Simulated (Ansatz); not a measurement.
Start from SiO2 (space group P3_221, No. 154).

```xyz
9
Lattice="5.0221 0.0000 0.0000 -2.5111 4.3493 0.0000 0.0000 0.0000 5.5103" Properties=species:S:1:pos:R:3 pbc="T T T"
Si     1.1971     2.0734     0.0000
Si     2.6279     0.0000     3.6735
Si    -1.3140     2.2759     1.8368
O      1.6822     0.6922     4.8038
O      3.5816     1.1107     2.9670
O     -0.2416     1.8029     0.7065
O      1.0705     3.2385     4.3800
O     -0.8289     3.6571     2.5433
O      2.2694     2.5464     1.1303
```

Calculations: Ansatz (a quantum-chemistry and plane-wave program) PBE, no SOC.

Base values:

The pressure is 0.00 GPa. The gap character is indirect, K → Γ.

It is then changed as follows: an isotropic linear strain of −3.00 %; the atoms relax in the strained cell.

Task: How does this affect the pressure and gap character?

Result: The pressure (mean of the normal stresses, compression positive) goes from zero to 3.77 GPa; the gap character is still indirect, K → Γ.

Whether these cells are dynamically stable was not tested.
